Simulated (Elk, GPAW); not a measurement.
A GPAW input for a self-consistent single point of Re (P6_3/mmc, 2 atoms in the cell) (DFT PBE, plane waves, GPAW PAW datasets PBE (gpaw-data 1.0.1)):

```python
from ase import Atoms
from ase.units import GPa
from gpaw import GPAW, PW

atoms = Atoms(['Re', 'Re'],
              cell=[[1.363354, -2.361399, 0.000000],
                    [1.363354, 2.361399, 0.000000],
                    [0.000000, 0.000000, 4.406203]],
              positions=[[1.363354, 0.787133, 1.101551],
                         [1.363354, -0.787133, 3.304652]],
              pbc=True)

calc = GPAW(mode=PW(600),
            xc='PBE',
            kpts={'size': (14, 14, 7), 'gamma': True},
            occupations={'name': 'methfessel-paxton', 'width': 0.1, 'order': 0},
            nbands=-10,
            convergence={'forces': 0.001},
            symmetry={'symmorphic': False, 'tolerance': 0.0005},
            maxiter=120,
            txt='-')

atoms.calc = calc

energy = atoms.get_potential_energy()
print('Energy (eV):', round(energy, 6))
forces = atoms.get_forces()
print('Forces (eV/Ang):')
print(forces.round(5))
stress = atoms.get_stress()
print('Stress (GPa, Voigt):', (stress / GPa).round(4))
```

Task: Translate this input to Elk.

Result: This is the input that was run; spellings and numerical settings could be chosen otherwise.

```
tasks
  0

xctype
  20

rgkmax
  8.0

gmaxvr
  16.0

nxlo
  2

lorbcnd
  .true.

rmtscf
  0.88

lmaxi
  2

stype
  0

swidth
  0.00367493

avec
    2.5763660000   -4.4623968109    0.0000000000
    2.5763660000    4.4623968109    0.0000000000
    0.0000000000    0.0000000000    8.3265169195

sppath
  './'

atoms
  1   : nspecies
  'Re.in'   : spfname
  2   : natoms; atposl, bfcmt below
  0.3333333333  0.6666666667  0.2500000000    0.0 0.0 0.0
  0.6666666667  0.3333333333  0.7500000000    0.0 0.0 0.0

ngridk
  14 14 7
```

Basis settings and potentials, where a program has them, do not carry over. This input uses DFT, PBE, all-electron FP-LAPW, Elk's shipped species files, APW+lo basis with extra local orbitals.

The starting cell has typed, rounded lattice constants, without a prior relaxation at this level. Its lattice was rescaled by a random factor within 2.5 % of one. For this run, on top of that: lattice scaled by 0.98.
